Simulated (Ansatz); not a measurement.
## Hypothetical anti-perovskite Mg3SiO: pressure series

The parent structure is Mg₃SiO in the anti-perovskite structure (space group Pm-3m, No. 221; a = 4.222 Å; a hypothetical phase, not in the database extracts checked).

Cell and atoms are relaxed at each pressure.

Levels (all Ansatz, a program for electronic structure, PAW): PBE (420 eV, without spin-orbit coupling); PBEsol (420 eV, without spin-orbit coupling).

The base cell above is that of PBE; each level relaxes its own structures.

```csv
case,"lattice parameter a, PBE","lattice parameter a, PBEsol"
pressure −2 GPa,4.259 Å,4.225 Å
pressure −1 GPa,4.240 Å,4.207 Å
pressure 0.3 GPa,4.217 Å,4.185 Å
pressure 0.7 GPa,4.210 Å,4.179 Å
pressure 1.5 GPa,4.197 Å,4.166 Å
pressure 3 GPa,4.174 Å,4.144 Å
pressure 5 GPa,4.145 Å,4.116 Å
pressure 7.5 GPa,4.112 Å,4.085 Å
pressure 10 GPa,4.082 Å,4.056 Å
```

PBE lies above PBEsol in every row, by 0.026 Å to 0.034 Å. They put the cases in the same order.

Load acts through the strain it causes; cell and atoms are relaxed under it. Whether these cells are dynamically stable was not tested. Competing high-pressure phases were not computed. All final runs are without spin polarisation.
